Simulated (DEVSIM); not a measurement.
Structure: Schottky contact on n-type β-Ga2O3, at 250 K.

Layer 1 from the left is β-Ga2O3, thickness (μm) 0.930, Nd (cm⁻³) 2e16, τn (s) 3.2e-8, τp (s) 3.2e-8. Layer 2 from the left is β-Ga2O3, thickness (μm) 45.0, Nd (cm⁻³) 1.4e18, τn (s) 3.2e-8, τp (s) 3.2e-8.

Left contact: Schottky, work function 4.81 eV, emission velocity 4.5e6 cm/s. Right contact: ohmic. Voltage is applied to the left contact. Recombination: SRH at mid-gap, Auger. Mobility is μmin + (μ − μmin)/(1 + (N/Nref)^α).

Constants are typed, rounded textbook-type inputs, not results; the design itself was drawn at random and stands for no fabricated device. Values at 300 K; Nc and Nv go as T^1.5, mobilities as T to minus their exponent, the gap by Varshni's rule with the affinity fixed.

β-Ga2O3: gap (eV) 4.8, affinity (eV) 4, permittivity 10, Nc (cm⁻³) 3.7e18, Nv (cm⁻³) 5e20, μn (cm²/Vs) 160, μp (cm²/Vs) 1, μn,min 20, μp,min 0.1, Nref,n 1e18, Nref,p 1e18, αn 0.8, αp 0.8, T exponent of μn 1.8, T exponent of μp 1.5, Cn (cm⁶/s) 1e-31, Cp (cm⁶/s) 1e-31, Varshni α (eV/K) 0.0004, Varshni β (K) 600.

Model (solved in DEVSIM): 1D drift-diffusion, Boltzmann statistics, complete ionisation; no tunnelling, impact ionisation, image-force lowering or self-heating. Metal contacts follow the ideal Schottky-Mott rule: no Fermi-level pinning, no interface dipoles.

Question: What does the simulation give for the dark forward voltage at 100 A/cm², the potential step across the device at zero bias?

Answer: dark forward voltage at 100 A/cm² 0.645 V; potential step across the device at zero bias 0.795 V.
